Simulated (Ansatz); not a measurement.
Start from InAs in the zinc blende structure (space group F-43m, No. 216).

```
CELL_PARAMETERS angstrom
      0.00000     3.04364     3.04364
      3.04364     0.00000     3.04364
      3.04364     3.04364     0.00000
ATOMIC_POSITIONS crystal
  In 0.00000 0.00000 0.00000
  As 0.25000 0.25000 0.25000
```

Method: Ansatz (a first-principles code), PBEsol, PAW, cutoff 420 eV, spin-orbit coupling left out.

Strains are applied to the cell and any free atomic positions relax.

One change was made to it. Results:

The energy grows by 44 meV/atom; the pressure goes from zero to 6.3 GPa.

Which of these changes matches the shifts?
A) isotropic strain +1.00 %
B) isotropic strain −3.00 %
C) isotropic strain +0.50 %
D) isotropic strain −2.00 %
E) isotropic strain +2.00 %

B, isotropic strain −3.00 %. For comparison, the energy relative to the base in the other runs: isotropic strain +1.00 % gives +4.3 meV/atom; isotropic strain +0.50 % gives +1.1 meV/atom; isotropic strain +2.00 % gives +16 meV/atom; isotropic strain −2.00 % gives +19 meV/atom.

The mesh was chosen for an insulator and is coarse for the gapless case. Whether these cells are dynamically stable was not tested. The final runs are not spin-polarised.
